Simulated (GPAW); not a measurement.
GPAW run on CsBS₂ (Immm, 8 atoms in the cell): self-consistent single point.

Method of the run: PBEsol, GPAW PAW datasets PBEsol (made by gpaw-setup) (plane waves; GPAW).

```
CELL_PARAMETERS angstrom
     -2.30512     3.12859     9.02219
      2.30512    -3.12859     9.02219
      2.30512     3.12859    -9.02219
ATOMIC_POSITIONS crystal
  Cs 0.35893 0.85893 0.50000
  Cs 0.64107 0.14107 0.50000
  B  0.93248 0.43248 0.50000
  B  0.06752 0.56752 0.50000
  S  0.83534 0.33534 0.50000
  S  0.16466 0.66466 0.50000
  S  0.77009 0.50000 0.27009
  S  0.22991 0.50000 0.72991
```

Reference input (self-consistent single point, DFT PBEsol, plane waves, GPAW PAW datasets PBEsol (made by gpaw-setup)): mode = pw; ecut = 900 eV; xc = PBEsol; kpts = 4 4 4; mesh shift (steps) = 0 0 0; occupations.name = fermi-dirac; occupations.width = 0.02 eV; nbands = -4; convergence.density = 1e-05 e/electron; convergence.energy = 1e-05 eV/electron; convergence.bands = -2; symmetry.symmorphic = false. This run's input differs from it in these lines:

```diff
@@ -20,3 +20,3 @@
             xc='PBEsol',
-            kpts={'size': (4, 4, 4), 'gamma': True},
+            kpts=(3, 3, 3),
             occupations=FermiDirac(0.02),
```

The program printed (abridged):

```
     iter     time        total  log10-change:
                         energy   eigst   dens
iter:   1 --:--:--   -41.679991   +0.24
iter:   2 --:--:--   -41.493123   -0.94  -1.07
iter:   3 --:--:--   -40.599690   -1.33  -1.10
iter:   4 --:--:--   -40.134426   -1.05  -1.22
iter:   5 --:--:--   -40.129459   -1.64  -1.45
   [... 2 lines left out ...]
iter:   8 --:--:--   -40.049885   -3.01  -1.99
iter:   9 --:--:--   -40.053544   -3.15  -2.43
iter:  10 --:--:--   -40.048809   -3.10  -2.33
iter:  11 --:--:--   -40.048669   -4.10  -2.75
iter:  12 --:--:--   -40.048529c  -4.64  -2.83
iter:  13 --:--:--   -40.048415c  -4.50  -2.88
   [... lines left out ...]
iter:  16 --:--:--   -40.048483c  -5.36  -3.26
   [... 4 lines left out ...]
iter:  21 --:--:--   -40.048481c  -6.99  -3.72
iter:  22 --:--:--   -40.048479c  -6.53  -3.82
iter:  23 --:--:--   -40.048478c  -7.28  -4.04
iter:  24 --:--:--   -40.048478c  -6.80  -4.11
iter:  25 --:--:--   -40.048478c  -7.45c -4.24
iter:  26 --:--:--   -40.048478c  -7.96c -4.34
iter:  27 --:--:--   -40.048478c  -7.98c -4.37
iter:  28 --:--:--   -40.048477c  -8.20c -4.43
iter:  29 --:--:--   -40.048477c  -7.68c -4.47
iter:  30 --:--:--   -40.048477c  -8.26c -4.86
iter:  31 --:--:--   -40.048477c  -8.77c -4.91
iter:  32 --:--:--   -40.048477c  -9.29c -5.05c
Converged after 32 iterations.

Dipole moment: (-0.000000, 0.000000, 0.000000) |e|*Ang

Energy contributions relative to reference atoms: (reference = -468122.650915)

Kinetic:        +33.372414
Potential:      -34.657527
External:        +0.000000
XC:             -39.125282
Entropy (-ST):   -0.000000
Local:           +0.361918
SIC:             +0.000000
--------------------------
Free energy:    -40.048477
Extrapolated:   -40.048477

Showing only first 2 kpts
 Kpt  Band  Eigenvalues  Occupancy
  0    22      1.71187    2.00000
  0    23      1.81729    2.00000
  0    24      4.80454    0.00000
  0    25      5.26865    0.00000

  1    22      1.62054    2.00000
  1    23      1.85106    2.00000
  1    24      5.00288    0.00000
  1    25      5.34290    0.00000

Fermi level: 2.43679

Gap: 2.869 eV
Transition (v -> c):
   [... lines left out ...]
Direct gap: 2.964 eV
   [... lines left out ...]
  2 B     0.00000    0.00000    0.06795
  3 B     0.00000    0.00000   -0.06795
  4 S     0.00000    0.00000    0.40496
  5 S     0.00000    0.00000   -0.40496
  6 S     0.00000    0.38409    0.00000
  7 S     0.00000   -0.38409    0.00000

Stress tensor:
     0.002199     0.000000    -0.000000
     0.000000     0.011361    -0.000000
    -0.000000    -0.000000     0.014700
Stress (GPa, Voigt): [ 0.3524  1.8202  2.3552 -0.     -0.      0.    ]
```

The run converged in 32 iterations. GPAW prints stress with tension positive. Against the reference run the free energy hardly moves (within 1 meV/atom), the largest force stays at 0.405 eV/Å and the gap on the mesh goes from 2.631 to 2.869 eV.

At such cutoffs GPAW's stress carries a finite-basis (Pulay) error, which enters relaxed cells too; its log prints stress with tension positive.

The starting cell comes from a database of computed structures (which also holds hypothetical and non-ambient phases and stackings), without a prior relaxation at this level. Its lattice was rescaled by a random factor within 2.5 % of one. Another mesh or the band path of this cell gives a smaller gap, so this value is not converged in the mesh.

Cost on one core of a shared machine: roughly 5 min.
